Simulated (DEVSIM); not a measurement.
Device: Schottky contact on n-type Si, at 300 K.

| layer (left to right) | material | thickness (μm) | Nd (cm⁻³) | τn (s) | τp (s) |
|---|---|---|---|---|---|
| 1 | Si | 17.0 | 2.4e16 | 0.00094 | 0.00094 |

Left contact: Schottky, work function 4.88 eV, emission velocity 3.1e6 cm/s. Right contact: ohmic. Voltage is applied to the left contact. Recombination: SRH at mid-gap, Auger. Mobility is constant in doping.

This is a model device: material constants are rounded textbook-type values typed into the input, and sizes, dopings and lifetimes were drawn at random. Values at 300 K.

| parameter | Si |
|---|---|
| gap (eV) | 1.124 |
| affinity (eV) | 4.05 |
| permittivity | 11.7 |
| Nc (cm⁻³) | 2.86e19 |
| Nv (cm⁻³) | 3.1e19 |
| μn (cm²/Vs) | 1417 |
| μp (cm²/Vs) | 470 |
| Cn (cm⁶/s) | 2.8e-31 |
| Cp (cm⁶/s) | 9.9e-32 |

Simulated with DEVSIM: 1D drift-diffusion, Boltzmann statistics, complete ionisation; no tunnelling, impact ionisation, image-force lowering or self-heating. Metal contacts follow the ideal Schottky-Mott rule: no Fermi-level pinning, no interface dipoles.

Question: Tabulate band edges, carrier densities and field at -2.0 V on the left contact.

Answer: Energies count from the Fermi level of the right contact; mesh points crowd at the junctions.

```json
[
 {"x (μm)": "0.000", "Ec (eV)": "2.830", "Ev (eV)": "1.706", "n (cm⁻³)": "5100", "p (cm⁻³)": "3.6e14", "field (V/cm)": "-140000"},
 {"x (μm)": "0.01679", "Ec (eV)": "2.601", "Ev (eV)": "1.477", "n (cm⁻³)": "5300", "p (cm⁻³)": "5.1e10", "field (V/cm)": "-130000"},
 {"x (μm)": "0.04252", "Ec (eV)": "2.270", "Ev (eV)": "1.146", "n (cm⁻³)": "5700", "p (cm⁻³)": "140000", "field (V/cm)": "-120000"},
 {"x (μm)": "0.08897", "Ec (eV)": "1.736", "Ev (eV)": "0.612", "n (cm⁻³)": "6700", "p (cm⁻³)": "< 1e2", "field (V/cm)": "-110000"},
 {"x (μm)": "0.2018", "Ec (eV)": "0.771", "Ev (eV)": "-0.353", "n (cm⁻³)": "3200000", "p (cm⁻³)": "< 1e2", "field (V/cm)": "-65000"},
 {"x (μm)": "0.3440", "Ec (eV)": "0.226", "Ev (eV)": "-0.898", "n (cm⁻³)": "4.5e15", "p (cm⁻³)": "< 1e2", "field (V/cm)": "-13000"},
 {"x (μm)": "0.6007", "Ec (eV)": "0.183", "Ev (eV)": "-0.941", "n (cm⁻³)": "2.4e16", "p (cm⁻³)": "< 1e2", "field (V/cm)": "≈ 0"},
 {"x (μm)": "1.224", "Ec (eV)": "0.183", "Ev (eV)": "-0.941", "n (cm⁻³)": "2.4e16", "p (cm⁻³)": "250", "field (V/cm)": "≈ 0"},
 {"x (μm)": "2.010", "Ec (eV)": "0.183", "Ev (eV)": "-0.941", "n (cm⁻³)": "2.4e16", "p (cm⁻³)": "480", "field (V/cm)": "≈ 0"},
 {"x (μm)": "3.429", "Ec (eV)": "0.183", "Ev (eV)": "-0.941", "n (cm⁻³)": "2.4e16", "p (cm⁻³)": "890", "field (V/cm)": "≈ 0"},
 {"x (μm)": "5.603", "Ec (eV)": "0.183", "Ev (eV)": "-0.941", "n (cm⁻³)": "2.4e16", "p (cm⁻³)": "1500", "field (V/cm)": "≈ 0"},
 {"x (μm)": "10.35", "Ec (eV)": "0.183", "Ev (eV)": "-0.941", "n (cm⁻³)": "2.4e16", "p (cm⁻³)": "2900", "field (V/cm)": "≈ 0"},
 {"x (μm)": "13.09", "Ec (eV)": "0.183", "Ev (eV)": "-0.941", "n (cm⁻³)": "2.4e16", "p (cm⁻³)": "3700", "field (V/cm)": "≈ 0"},
 {"x (μm)": "14.71", "Ec (eV)": "0.183", "Ev (eV)": "-0.941", "n (cm⁻³)": "2.4e16", "p (cm⁻³)": "4200", "field (V/cm)": "≈ 0"},
 {"x (μm)": "15.82", "Ec (eV)": "0.183", "Ev (eV)": "-0.941", "n (cm⁻³)": "2.4e16", "p (cm⁻³)": "4500", "field (V/cm)": "≈ 0"},
 {"x (μm)": "16.31", "Ec (eV)": "0.183", "Ev (eV)": "-0.941", "n (cm⁻³)": "2.4e16", "p (cm⁻³)": "4600", "field (V/cm)": "≈ 0"},
 {"x (μm)": "16.61", "Ec (eV)": "0.183", "Ev (eV)": "-0.941", "n (cm⁻³)": "2.4e16", "p (cm⁻³)": "4700", "field (V/cm)": "≈ 0"},
 {"x (μm)": "16.77", "Ec (eV)": "0.183", "Ev (eV)": "-0.941", "n (cm⁻³)": "2.4e16", "p (cm⁻³)": "4800", "field (V/cm)": "≈ 0"},
 {"x (μm)": "16.89", "Ec (eV)": "0.183", "Ev (eV)": "-0.941", "n (cm⁻³)": "2.4e16", "p (cm⁻³)": "4800", "field (V/cm)": "≈ 0"},
 {"x (μm)": "16.95", "Ec (eV)": "0.183", "Ev (eV)": "-0.941", "n (cm⁻³)": "2.4e16", "p (cm⁻³)": "4800", "field (V/cm)": "≈ 0"},
 {"x (μm)": "16.98", "Ec (eV)": "0.183", "Ev (eV)": "-0.941", "n (cm⁻³)": "2.4e16", "p (cm⁻³)": "4800", "field (V/cm)": "≈ 0"},
 {"x (μm)": "17.00", "Ec (eV)": "0.183", "Ev (eV)": "-0.941", "n (cm⁻³)": "2.4e16", "p (cm⁻³)": "4800", "field (V/cm)": "≈ 0"}
]
```
